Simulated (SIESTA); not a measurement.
# Converging shifted k-point meshes: Pb (Fm-3m, 1 atom in the cell)

```
Pb
1.0
    0.00000     2.46758     2.46758
    2.46758     0.00000     2.46758
    2.46758     2.46758     0.00000
Pb
1
Direct
  0.00000   0.00000   0.00000
```

Level of theory: GGA PBE, numerical atomic orbitals DZP, PseudoDojo PBE standard norm-conserving potentials (rewritten from UPF to PSML) (SIESTA).

Base settings: XC.functional = GGA; XC.authors = PBE; potentials = PseudoDojo PBE standard; PAO.BasisSize = DZP; PAO.EnergyShift = 0.01 Ry; MeshCutoff = 300 Ry; kgrid.MonkhorstPack = 12 12 12; OccupationFunction = MP; OccupationMPOrder = 0; ElectronicTemperature = 100 meV.

Only quantities that move along the ladder and can be compared are tabulated.

The starting cell has typed, rounded lattice constants, without a prior relaxation at this level. Its lattice was rescaled by up to half a per cent. Values carry the incompleteness of an atom-centred basis. In the base run, with a pressure of about 5 GPa the cell is away from its equilibrium volume at this level.

| kgrid.MonkhorstPack | free energy less the last step's (meV/atom) | pressure (GPa) |
|---|---|---|
| 2 2 2 shifted by 0.5 0.5 0.5 | 346.89 | 7.64 |
| 3 3 3 shifted by 0.5 0.5 0.5 | 211.07 | 5.85 |
| 4 4 4 shifted by 0.5 0.5 0.5 | 64.65 | 4.54 |
| 5 5 5 shifted by 0.5 0.5 0.5 | 21.13 | 4.89 |
| 6 6 6 shifted by 0.5 0.5 0.5 | -4.91 | 4.51 |
| 7 7 7 shifted by 0.5 0.5 0.5 | -8.06 | 4.31 |
| 8 8 8 shifted by 0.5 0.5 0.5 | 2.03 | 4.19 |
| 9 9 9 shifted by 0.5 0.5 0.5 | 10.90 | 4.18 |
| 10 10 10 shifted by 0.5 0.5 0.5 | 5.50 | 4.35 |
| 11 11 11 shifted by 0.5 0.5 0.5 | 0.78 | 4.47 |
| 12 12 12 shifted by 0.5 0.5 0.5 | -2.00 | 4.44 |
| 13 13 13 shifted by 0.5 0.5 0.5 | -2.24 | 4.41 |
| 15 15 15 shifted by 0.5 0.5 0.5 | 1.80 | 4.31 |
| 16 16 16 shifted by 0.5 0.5 0.5 | 1.04 | 4.34 |
| 18 18 18 shifted by 0.5 0.5 0.5 | -0.23 | 4.39 |
| 20 20 20 shifted by 0.5 0.5 0.5 | -0.19 | 4.36 |
| 22 22 22 shifted by 0.5 0.5 0.5 | 0.17 | 4.35 |
| 28 28 28 shifted by 0.5 0.5 0.5 | -0.01 | 4.36 |
| 31 31 31 shifted by 0.5 0.5 0.5 | 0.00 | 4.37 |
| 38 38 38 shifted by 0.5 0.5 0.5 | 0.00 | 4.36 |

Coarsest kgrid.MonkhorstPack that holds the pressure within 1 GPa of the last step, with all finer ones: 4 4 4 shifted by 0.5 0.5 0.5; the step before is off by 1.5 GPa.

Coarsest kgrid.MonkhorstPack that holds the free energy within 0.5 meV/atom of the last step, with all finer ones: 18 18 18 shifted by 0.5 0.5 0.5; the step before is off by 1.0 meV/atom.
